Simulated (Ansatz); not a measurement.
Functionals compared on Br on the 1x1 (110) surface of bcc Mo, one in a 2x2 cell, started at the site 'hollow Mo-Mo-Mo', in Ansatz (plane waves, PAW). The structure was relaxed with PBE; the other rows are single points on it, each with its references at the same level. Cutoff 420 eV (500 eV for r2SCAN).

Model: 17-atom slab, 6.5 Å thick at the start under the adsorbate (thin: gaps and levels are the slab's own), 6x6x1 mesh, Fermi-Dirac 0.1 eV, dipole correction, 8 atoms held, the rest relaxed; held to the start's symmetry, so lower structures may exist; no spin, no spin-orbit, no U, no dispersion correction. At the end it is bonded to 3 Mo. In PBE it is, or lies within 0.03 eV of, the lowest of the starts that converged. These notes are the PBE run's. Adsorption energies are against ½ Br2(g). A negative adsorption energy means that the adsorbate is more stable on the surface than in its reference.

```json
[
 {"functional": "PBE", "adsorption energy (eV)": "-2.63", "work function of the top face (eV)": "4.26", "change of the work function (eV)": "-0.33", "rough cost of the single point": "–"},
 {"functional": "RPBE", "adsorption energy (eV)": "-2.38", "work function of the top face (eV)": "4.16", "change of the work function (eV)": "-0.28", "rough cost of the single point": "about 90 core-seconds (a rough figure)"},
 {"functional": "r2SCAN", "adsorption energy (eV)": "-2.92", "work function of the top face (eV)": "4.33", "change of the work function (eV)": "-0.31", "rough cost of the single point": "roughly 3 core-minutes"}
]
```

Ansatz is an electronic-structure program.
